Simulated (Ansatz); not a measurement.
The starting structures come from a database of crystals and need not be the phases stable at ambient conditions.

## Evanescent states of NbNO (I4_1md, not sure to be the ambient phase, 6 atoms a cell, 13.8 Å³ an atom, -11 GPa at this level) along the normal of (001)

The numbers are results of PBEsol (plane waves, PAW; Ansatz, an electronic-structure program), not measurements.

No gap correction and no spin-orbit coupling; mid-gap values are interpolated between computed energies.

Energies count from the valence-band top; κ is the least over a 8×8 mesh across the current.

```tsv
E (eV)	κ (1/Å)	where
0.04	0.092	Γ
0.10	0.156	Γ
0.17	0.198	Γ
0.24	(withheld)	Γ
0.32	(withheld)	Γ
0.39	(withheld)	Γ
0.46	(withheld)	Γ
0.53	(withheld)	Γ
0.59	(withheld)	Γ
0.67	(withheld)	Γ
0.73	(withheld)	Γ
0.81	(withheld)	Γ
0.88	0.330	Γ
0.94	0.247	Γ
1.01	0.107	Γ
```

### Question
Some entries are withheld; supply them.

### Answer

- 0.24, κ (1/Å): 0.230
- 0.32, κ (1/Å): 0.256
- 0.39, κ (1/Å): 0.278
- 0.46, κ (1/Å): 0.297
- 0.53, κ (1/Å): 0.314
- 0.59, κ (1/Å): 0.329
- 0.67, κ (1/Å): 0.341
- 0.73, κ (1/Å): 0.353
- 0.81, κ (1/Å): 0.363
